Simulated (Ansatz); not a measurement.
Ansatz (a quantum-chemistry and plane-wave program) run on GeTe5Pb4 (R-3m, 10 atoms in the cell): self-consistent single point.

Level of theory: PBEsol, default PAW files made with PBE (plane waves; Ansatz).

```xyz
10
Lattice="2.2903 1.3223 18.5322 -2.2903 1.3223 18.5322 0.0000 -2.6446 18.5322" Properties=species:S:1:pos:R:3 pbc="T T T"
Ge     0.0000     0.0000     0.0000
Te     0.0000     0.0000    38.6295
Te     0.0000     0.0000    16.9671
Te     0.0000     0.0000    27.7983
Te     0.0000     0.0000     5.4340
Te     0.0000     0.0000    50.1626
Pb     0.0000     0.0000    33.5550
Pb     0.0000     0.0000    22.0417
Pb     0.0000     0.0000    11.1799
Pb     0.0000     0.0000    44.4167
```

Reference input (self-consistent single point, DFT, PBEsol, plane waves, default PAW files made with PBE): basis.ecutwfc = 420 eV; kpoints.mp_grid.grid = 3 3 3; hamiltonian.xc = pbesol; hamiltonian.pseudopotentials = {kind: paw} (the program's default PAW files); scf.occupations.method = fixed. This run's input differs from it in these lines:

Ansatz 0.2 input:
```diff
@@ -17,3 +17,3 @@
 basis:
-  ecutwfc: 420.0 eV
+  ecutwfc: 335.0 eV
 kpoints:
```

The program printed (abridged):

```
SCF iter   1: F=—  HF=-85783.549823 eV  |F-HF|=—  |Δ(HF+E_count)|=         —  Δρ=2.13e-3  dr2=5.81e-2  ethr=1.77e-3  ⟨swp⟩=5.0  Hψ=1690  notcnv=0  defer=68
all-band conjugate gradients solve this SCF's bands
preconditioner: auto → Resta (q_TF=auto, 2.384 Å⁻¹)
SCF iter   2: F=—  HF=-85783.537299 eV  |F-HF|=—  |Δ(HF+E_count)|=   1.25e-2  Δρ=1.38e-3  dr2=9.43e-2  ethr=3.88e-5  ⟨swp⟩=2.5  Hψ=940  notcnv=0  defer=77
   [... lines left out ...]
SCF iter   6: F=—  HF=-85783.531060 eV  |F-HF|=—  |Δ(HF+E_count)|=   2.82e-5  Δρ=2.68e-5  dr2=4.19e-6  ethr=7.58e-8  ⟨swp⟩=2.0  Hψ=686  notcnv=0  defer=50
SCF iter   7: F=—  HF=-85783.531105 eV  |F-HF|=—  |Δ(HF+E_count)|=   4.54e-5  Δρ=9.16e-6  dr2=4.39e-7  ethr=2.80e-9  ⟨swp⟩=2.0  Hψ=840  notcnv=0  defer=50
SCF iter   8: F=—  HF=-85783.531106 eV  |F-HF|=—  |Δ(HF+E_count)|=   3.08e-7  Δρ=3.64e-6  dr2=2.14e-7  ethr=6.67e-11  ⟨swp⟩=14.2  Hψ=3104  notcnv=0
SCF iter   9: F=-85783.531106 eV  HF=-85783.531106 eV  |F-HF|=4.37e-9  |Δ(HF+E_count)|=  8.73e-10  Δρ=1.46e-6  dr2=1.48e-8  ethr=6.67e-11  ⟨swp⟩=3.0  Hψ=1863  notcnv=0
SCF 1 converged in 9 iterations: F = -85783.531106 eV  dr2 = 1.48e-8
Free energy (F): -85783.531106 eV
Internal energy: -85783.531106 eV  (E = F + TS)
E sigma→0 (E₀):  -85783.531106 eV
Fermi energy:    7.986800 eV
--- Forces (eV/Å), atoms counted from 1 ---
  atom   1  Ge    -0.00000000     0.00000000    -0.00000000
  atom   2  Te     0.00000000     0.00000000    -0.01544018
  atom   3  Te    -0.00000000    -0.00000000     0.01544018
  atom   4  Te     0.00000000     0.00000000    -0.00000000
  atom   5  Te     0.00000000    -0.00000000     0.00417655
  atom   6  Te    -0.00000000     0.00000000    -0.00417655
  atom   7  Pb    -0.00000000    -0.00000000    -0.00276500
  atom   8  Pb     0.00000000     0.00000000     0.00276500
  atom   9  Pb     0.00000000    -0.00000000     0.00678866
  atom  10  Pb     0.00000000     0.00000000    -0.00678866
--- Stress (GPa, compression-positive) ---
       -2.292551       0.000000      -0.000000
        0.000000      -2.292551       0.000000
       -0.000000       0.000000      -2.342767
  P = ⅓ Tr σ = -2.3093 GPa (-23.093 kbar)
  The stress holds the Pulay correction. Without it, at fixed plane waves, as pw.x and ABINIT print it: P = -2.7533 GPa
```

The run converged in 9 iterations. Against the reference run the free energy goes up by 6.2 meV/atom, the pressure stays at -2.31 GPa, the largest force moves little (0.014 to 0.015 eV/Å) and the gap on the mesh moves little (0.629 to 0.630 eV).

The starting cell comes from a database of computed structures (which also holds hypothetical and non-ambient phases and stackings), without a prior relaxation at this level. Spin-orbit coupling is off. Ansatz's pressure includes its estimate of the finite-basis (Pulay) stress. The cutoff lies below the one recommended for these files.
